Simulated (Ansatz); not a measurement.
The starting structures come from a database of crystals and need not be the phases stable at ambient conditions.

 Where the default PAW files enter, the runs use the earlier of Ansatz's two default sets.

Inside the gap of an insulator the Bloch states are evanescent, with a wavenumber k + iκ along the transport direction.

Data:

```yaml
crystal:
  lattice:
    - [7.71260, -0.00019, 0.00000]
    - [-2.57354, 7.27511, 0.00000]
    - [-1.28677, 3.63756, 2.22767]
  atoms:
    - { symbol: Te, position: [0.50000, 0.50000, 0.00000] }
    - { symbol: Pb, position: [0.76635, 0.25545, 0.00000] }
    - { symbol: Pb, position: [0.23365, 0.74455, 0.00000] }
    - { symbol: Se, position: [0.00000, 0.00000, 0.00000] }
```

Space group of this cell: R-3m. The cell was relaxed by PBE-D3(BJ); by r2SCAN its mean pressure is 1.3 GPa.

Transport runs along the normal of the first two printed cell vectors, the (110) plane of the conventional cell.

The gap is the functional's own. No spin-orbit coupling. Mid-gap values are interpolated on the energy grid.

**Question.** Give the band gap and the smallest decay constant κ at mid-gap that r2SCAN (Ansatz, a quantum-chemistry and plane-wave program) yields.

**Answer.** Gap 0.82 eV on a 14×14×14 mesh; κ = 0.080 1/Å, at the zone centre.
